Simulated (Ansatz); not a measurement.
Consider Al$_{2}$O$_{3}$ in the corundum structure (space group R-3c, No. 167; a = 4.809 Å, c = 13.124 Å (hexagonal axes)).

The values are results of Kohn–Sham DFT with the PBE functional, run in Ansatz (an electronic-structure program) with PAW and 420 eV plane waves, no spin-orbit coupling, not measurements.

Strains are applied to the cell and any free atomic positions relax.

One change was made to it. Results:

| quantity | base | after |
|---|---|---|
| energy relative to the base (free energy F) | 0 meV/atom | +13 meV/atom |
| width of the top valence band | 0.60 eV | 0.65 eV |
| electron mass | 0.38 mₑ along c, 0.36 mₑ across (at Γ) | 0.41 mₑ along c, 0.38 mₑ across (at Γ) |
| valence-band top at Γ (three highest levels, from the VBM) | 0.00, -0.03, -0.03 eV | 0.00, -0.05, -0.05 eV |
| band gap | 5.85 eV | 6.41 eV |

Question: What was done to the base?
(A) isotropic strain −3.00 %
(B) isotropic strain −2.25 %
(C) isotropic strain −1.50 %
(D) isotropic strain −0.75 %

Answer: C, isotropic strain −1.50 %. For comparison, the band gap in the other runs: isotropic strain −3.00 % gives 7.00 eV; isotropic strain −0.75 % gives 6.13 eV; isotropic strain −2.25 % gives 6.70 eV.

Effective masses come from finite differences of ±0.01 Å⁻¹. Stability against distortions was not tested.
